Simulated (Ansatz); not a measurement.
A calculation on CsCl-type PdIn returned lattice constant a 3.306 Å, formation enthalpy -0.486 eV/atom.

**Question.** Which level of theory produced these numbers?
A. PBE-D4 (Ansatz, a first-principles code)
B. rVV10 (Ansatz)
C. HSE06 (Ansatz)
D. PBE (Ansatz)

**Answer.** D, PBE (Ansatz)

The others give: HSE06 3.270 Å, -0.723 eV/atom; rVV10 3.330 Å, -0.449 eV/atom; PBE-D4 3.268 Å, -0.538 eV/atom.

Unless a cell is named, each level is at its own relaxed cell (HSE06 17.48, PBE 18.06, PBE-D4 17.46, rVV10 18.46 Å³/atom).

Caveats: hybrids on metals are sensitive to the k mesh and can open a false gap (HSE06). Ansatz's density-functional and Hartree–Fock values are scalar-relativistic unless marked +SOC, with PAW data made under PBE.
